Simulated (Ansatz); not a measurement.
**Sn, response to strain**

The reference is Sn in the diamond structure (space group Fd-3m, No. 227; a = 6.5409 Å; relaxed with 0.1 eV smearing). Axes: x, y, z lie along the cube axes.

Strains are applied to the cell and any free atomic positions relax; under biaxial strain the out-of-plane vector relaxes too.

Computed with DFT with PBEsol, PAW potentials and a 420 eV plane-wave cutoff in Ansatz (an electronic-structure program), no SOC.

Candidates:
(a) isotropic strain −2.16 %
(b) biaxial strain −2.25 %, plane normal [001], relaxed out of plane
(c) uniaxial strain ε_yy = +1.18 %
(d) isotropic strain +1.00 %

Notes on the quantities. energy relative to the base: free energy F.

Order them by energy relative to the base, lowest first.

(c) uniaxial strain ε_yy = +1.18 % (+0.9 meV/atom), (d) isotropic strain +1.00 % (+3.9 meV/atom), (b) biaxial strain −2.25 %, plane normal [001], relaxed out of plane (+7.1 meV/atom), (a) isotropic strain −2.16 % (+21 meV/atom)

Whether these cells are dynamically stable was not tested.
